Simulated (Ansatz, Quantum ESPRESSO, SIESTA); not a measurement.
**Mg2ZnP2 (P3m1, 5 atoms in the cell) computed with different codes at matched settings**

Relaxation of cell and atoms.

```xyz
5
Lattice="4.1072 0.0000 0.0000 -2.0536 3.5569 0.0000 0.0000 0.0000 6.6957" Properties=species:S:1:pos:R:3 pbc="T T T"
Mg     2.0536     1.1856     4.2461
Mg     0.0000     2.3713     6.6573
Zn     0.0000     0.0000     2.4200
P      0.0000     0.0000     5.1337
P      2.0536     1.1856     1.6301
```

Shared settings, as Ansatz (a program for electronic structure) writes them: kpoints.mp_grid.grid = 6 6 4; scf.occupations.method = fixed. Potentials and cutoffs stand in the table.

```tsv
code	model	final volume (Å³/atom)	gap on the mesh (eV)	cutoff
Ansatz	PBEsol, PAW files made with PBE	18.03	1.043	default
SIESTA	GGA PBEsol, numerical atomic orbitals DZP, PseudoDojo PBEsol standard norm-conserving potentials (rewritten from UPF to PSML)	18.03	1.028	grid 400 Ry
Quantum ESPRESSO	PBEsol, SSSP 1.1.2 efficiency (PBE) pseudopotentials	18.05	1.021	50 Ry
```

Gaps are read on the mesh.

The spread over the programs that give each value: final volume within 0.02 Å³/atom; gap on the mesh within 0.022 eV.

SIESTA uses small atom-centred bases, whose incompleteness enters pressures, forces and empty levels differently from a plane-wave cutoff. The programs treat the finite-basis stress differently while the cell relaxes: Ansatz adds an estimate of it.

The starting cell comes from a database of computed structures (which also holds hypothetical and non-ambient phases and stackings), without a prior relaxation at this level. Its lattice was rescaled by a random factor within 2.5 % of one.

Keys are those of Ansatz 0.2.
